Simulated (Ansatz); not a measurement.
**Effect of biaxial strain −1.96 %, plane normal [001], relaxed out of plane on Pb**

The reference is Pb in the fcc (Cu type) structure (space group Fm-3m, No. 225; a = 4.934 Å; relaxed with 0.1 eV smearing). Axes: x, y, z lie along the cube axes.

Perturbation: biaxial strain −1.96 %, plane normal [001], relaxed out of plane (Cartesian); in-plane vectors clamped, the third vector and the atoms free.

Level of theory: PBEsol (Ansatz, a program for electronic structure), no spin-orbit coupling. Settings: 23×23×23 k-points, 0.1 eV Fermi–Dirac smearing.

The volume per atom falls by 0.28 Å³ to 29.75 Å³ and the space group becomes I4/mmm (No. 139) (base: Fm-3m (No. 225)). The shortest interatomic distance shrinks by 0.068 Å, from 3.489 Å to 3.421 Å and the energy increases by 2.6 meV/atom. The pressure (mean of the normal stresses, compression positive) goes from zero to 0.5 GPa and the band gap remains zero. The out-of-plane strain comes out as +3.07 % and the ratio −ε⊥/ε∥ is 1.57. The mean in-plane stress (compression positive) comes out as +0.7 GPa.

Final structure (turned so that z lies along the plane normal):

```xyz
1
Lattice="3.4206 0.0000 0.0000 0.0000 3.4206 0.0000 1.7103 -1.7103 2.5428" Properties=species:S:1:pos:R:3 pbc="T T T"
Pb     0.0000     0.0000     0.0000
```

Cost of the whole job for the changed cell (relaxation, final SCF and bands): about 80 core-seconds (a rough figure).

Whether these cells are dynamically stable was not tested.
